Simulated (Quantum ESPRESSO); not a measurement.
Quantum ESPRESSO run on AlN (P6_3mc, 4 atoms in the cell): self-consistent single point.

Computed with LDA (PZ), GBRV 1.5 ultrasoft (LDA) pseudopotentials (plane waves; Quantum ESPRESSO).

```
CELL_PARAMETERS angstrom
      3.09324     0.00000     0.00000
     -1.54662     2.67882     0.00000
      0.00000     0.00000     4.96027
ATOMIC_POSITIONS crystal
  Al 0.66667 0.33333 0.49929
  Al 0.33333 0.66667 0.99929
  N  0.66667 0.33333 0.88071
  N  0.33333 0.66667 0.38071
```

Reference input (self-consistent single point, DFT, PBE, plane waves, SSSP 1.1.2 efficiency (PBE) pseudopotentials): ecutwfc = 45 Ry; ecutrho = 360 Ry; occupations = smearing; smearing = fermi-dirac; degauss = 0.00147 Ry; potentials = {Al: Al.pbe-n-kjpaw_psl.1.0.0.UPF, N: N.pbe-n-radius_5.UPF}; K_POINTS = automatic 6 6 4 0 0 0; conv_thr = 1e-09 Ry; mixing_beta = 0.3. This run's input differs from it in these lines:

```diff
@@ -15,4 +15,4 @@
  ntyp = 2,
- ecutwfc = 45,
- ecutrho = 360,
+ ecutwfc = 40,
+ ecutrho = 200,
  occupations = 'smearing',
@@ -26,4 +26,4 @@
 ATOMIC_SPECIES
-Al    26.9815  Al.pbe-n-kjpaw_psl.1.0.0.UPF
-N     14.0070  N.pbe-n-radius_5.UPF
+Al    26.9815  al_lda_v1.uspp.F.UPF
+N     14.0070  n_lda_v1.2.uspp.F.UPF
 ATOMIC_POSITIONS {angstrom}
```

Output, abridged:

```
     Self-consistent Calculation

     iteration #  1     ecut=    40.00 Ry     beta= 0.30

---- Real-time Memory Report at c_bands before calling an iterative solver
            57 MiB given to the printing process from OS
            20 MiB allocation reported by mallinfo(arena+hblkhd)
------------------

     total energy              =     -53.91224535 Ry
     estimated scf accuracy    <       1.22612396 Ry

     iteration #  2     ecut=    40.00 Ry     beta= 0.30

---- Real-time Memory Report at c_bands before calling an iterative solver
            67 MiB given to the printing process from OS
   [... lines left out ...]

---- Real-time Memory Report at c_bands before calling an iterative solver
            69 MiB given to the printing process from OS
            34 MiB allocation reported by mallinfo(arena+hblkhd)
------------------

     total energy              =     -54.04632551 Ry
     estimated scf accuracy    <          1.8E-09 Ry

     iteration # 11     ecut=    40.00 Ry     beta= 0.30

---- Real-time Memory Report at c_bands before calling an iterative solver
            69 MiB given to the printing process from OS
            34 MiB allocation reported by mallinfo(arena+hblkhd)
------------------
     End of self-consistent calculation

     the Fermi energy is     8.2491 ev

!    total energy              =     -54.04632551 Ry
     estimated scf accuracy    <          6.8E-10 Ry
     smearing contrib. (-TS)   =       0.00000000 Ry
     internal energy E=F+TS    =     -54.04632551 Ry

     convergence has been achieved in  11 iterations

     Forces acting on atoms (cartesian axes, Ry/au):

     atom    1 type  1   force =     0.00000000   -0.00000000   -0.00021725
     atom    2 type  1   force =     0.00000000   -0.00000000   -0.00021725
     atom    3 type  2   force =     0.00000000    0.00000000    0.00021725
     atom    4 type  2   force =     0.00000000    0.00000000    0.00021725

     Total force =     0.000435     Total SCF correction =     0.000000

          total   stress  (Ry/bohr**3)                   (kbar)     P=       -3.75
  -0.00001948  -0.00000000   0.00000000           -2.87       -0.00        0.00
  -0.00000000  -0.00001948   0.00000000           -0.00       -2.87        0.00
   0.00000000   0.00000000  -0.00003747            0.00        0.00       -5.51

   JOB DONE.
```

The run converged in 11 iterations. Against the reference run the pressure goes from 7.66 to -0.37 GPa, the largest force goes from 0.017 to 0.006 eV/Å and the gap on the mesh goes from 4.364 to 4.345 eV.

The starting cell comes from a database of computed structures (which also holds hypothetical and non-ambient phases and stackings), without a prior relaxation at this level. Its lattice was rescaled by a random factor within 2.5 % of one.
